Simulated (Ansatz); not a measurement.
System: WO3 (Pbcn, No. 60, 32 atoms in the cell; start mp-1172828; a measured phase of this formula has another space group). Method: LDA (PAW; Ansatz, an electronic-structure program).

Settings: plane-wave cutoff 520 eV, 6×6×6 k mesh, Fermi–Dirac smearing 0.01 eV, no spin polarisation, scalar-relativistic PAW data made under PBE.

Cell (relaxed at this level):

```cif
data_O24W8
_chemical_formula_sum 'W8 O24'
_space_group_name_H-M_alt 'Pbcn'
_space_group_IT_number 60
_space_group_name_Hall '-P 2n 2ab'
_cell_length_a 7.37091
_cell_length_b 7.63901
_cell_length_c 7.40856
_cell_angle_alpha 90.000
_cell_angle_beta 90.000
_cell_angle_gamma 90.000
loop_
_space_group_symop_operation_xyz
  'x, y, z'
  '-x, -y, -z'
  '-x+1/2, -y+1/2, z+1/2'
  'x+1/2, y+1/2, -z+1/2'
  'x+1/2, -y+1/2, -z'
  '-x+1/2, y+1/2, z'
  '-x, y, -z+1/2'
  'x, -y, z+1/2'
loop_
_atom_site_label
_atom_site_type_symbol
_atom_site_symmetry_multiplicity
_atom_site_Wyckoff_symbol
_atom_site_fract_x
_atom_site_fract_y
_atom_site_fract_z
_atom_site_occupancy
W1 W 8 d 0.73571 0.27937 0.01416 1
O1 O 8 d 0.29358 0.25606 0.24385 1
O2 O 8 d 0.00384 0.22248 0.45728 1
O3 O 8 d 0.72314 0.00754 0.00451 1
```

**Question.** Estimate the band gap that the calculation returns.

**Answer.** 
- band gap = 1.33 eV

Spin–orbit coupling is not included.

Static lattice: no zero-point or thermal effects.

A start named mp-… is a Materials Project structure, which need not be a measured phase.
